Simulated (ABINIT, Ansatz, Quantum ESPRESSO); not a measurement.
## HgPt3 (Cmmm, 4 atoms in the cell) computed with different codes at matched settings

Self-consistent single point, at a second geometry (lattice scaled by 0.98). First geometry:

```
HgPt3
1.0
    2.98345    -4.06675     0.00000
    2.98345     4.06675     0.00000
    0.00000     0.00000     2.97454
Hg Pt
1 3
Direct
  0.00000   0.00000   0.00000
  0.50000   0.50000   0.00000
  0.00000   0.50000   0.50000
  0.50000   0.00000   0.50000
```

Shared settings, as Ansatz (a program for electronic structure) writes them: kpoints.mp_grid.grid = 6 6 9; scf.occupations.method = gaussian; scf.occupations.width = 0.2 eV. Potentials and cutoffs stand in the table.

```json
[
 {"code": "ABINIT", "model": "LDA (PW92), PAW (JTH v2.0 LDA PAW)", "ΔF from the first geometry (meV/atom)": "-132.6", "pressure (GPa)": "-15.92", "cutoff": "571 eV"},
 {"code": "Ansatz", "model": "LDA (PW92), PAW files made with PBE", "ΔF from the first geometry (meV/atom)": "-134.4", "pressure (GPa)": "-16.18", "cutoff": "default"},
 {"code": "Quantum ESPRESSO", "model": "LDA (PZ), GBRV 1.5 ultrasoft (LDA) pseudopotentials", "ΔF from the first geometry (meV/atom)": "-134.3", "pressure (GPa)": "-16.79", "cutoff": "40 Ry"}
]
```

For Quantum ESPRESSO (by 0.7 GPa) the energy change implies a higher mean pressure, against the two pressures, than for the other programs: a sign of finite-basis (Pulay) stress.

On Ansatz's run: spin-orbit coupling is off. Spin polarisation is off.

The spread over the programs that give each value: ΔF from the first geometry within 1.8 meV/atom; pressure within 0.87 GPa.

Ansatz's pressure is given at a fixed set of plane waves, as the other plane-wave codes print theirs; with its correction for the finite basis it is -16.13 GPa. The same LDA comes in different parametrisations, which differ slightly.

The starting cell comes from a database of computed structures (which also holds hypothetical and non-ambient phases and stackings), without a prior relaxation at this level. Its lattice was rescaled by a random factor within 2.5 % of one. For this run, on top of that: lattice scaled by 0.98.

Keys are those of Ansatz 0.2.
